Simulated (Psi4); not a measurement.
Psi4 1.11, TPSS/def2-svp: W(O)2(OH) ([O]=[W+](=[O])[OH]), charge +1, multiplicity 1, 5 atoms. The geometry is a generated start, not checked to be a minimum at this level.

```
Property                                             Result
--------------------------  -------------------------------
task                                                 energy
method                                                 tpss
basis                                              def2-svp
memory                                                 3 GB
maxiter                                                 100
keys of the molecule block                      symmetry c1
scf_type                                       df (default)
e_convergence                               1e-06 (default)
d_convergence                               1e-06 (default)
dft_radial_points                              75 (default)
dft_spherical_points                          302 (default)
effective core potentials   those of the basis set, past Kr
basis functions                                          79
grid points                                          109652
```

```xyz
5

W      0.5028    -0.0290     0.5521
O      1.8029    -0.7721    -0.3296
O     -0.2885    -1.1557     1.6127
O     -0.6965     0.7742    -0.5962
H     -1.3208     1.1826    -1.2390
```

Charge 1 and multiplicity 1 are set for this test and not shown to be the ground state.

With the defaults (diis = true, scf_initial_accelerator = adiis, damping_percentage = 0, level_shift = 0, level_shift_cutoff = 0.01, guess = auto, which took SAD, diis_max_vecs = 10) it converges in 13 SCF iterations. One run each on 2 threads, with these changes:
- diis = false, scf_initial_accelerator = none, damping_percentage = 60
- diis_max_vecs = 20
- level_shift = 0.1, level_shift_cutoff = 0.001
- scf_initial_accelerator = ediis
- scf_initial_accelerator = none
- level_shift = 0.5, level_shift_cutoff = 0.001
- guess = sadno
- guess = core
- guess = sap

Task: Name the settings that don't reach the solution of the defaults.

Result: No convergence: diis = false, scf_initial_accelerator = none, damping_percentage = 60 (the run ends without SCF convergence in 100 iterations). The rest reach the solution of the defaults.

```csv
setting,SCF iterations,end
the defaults,13,same solution
guess = core,13,same solution
"level_shift = 0.1, level_shift_cutoff = 0.001",13,same solution
scf_initial_accelerator = none,13,same solution
scf_initial_accelerator = ediis,13,same solution
diis_max_vecs = 20,13,same solution
guess = sadno,15,same solution
"level_shift = 0.5, level_shift_cutoff = 0.001",16,same solution
guess = sap,16,same solution
"diis = false, scf_initial_accelerator = none, damping_percentage = 60",100,no convergence
```

1 further run of the study ended by our limits or in an error and is left out.
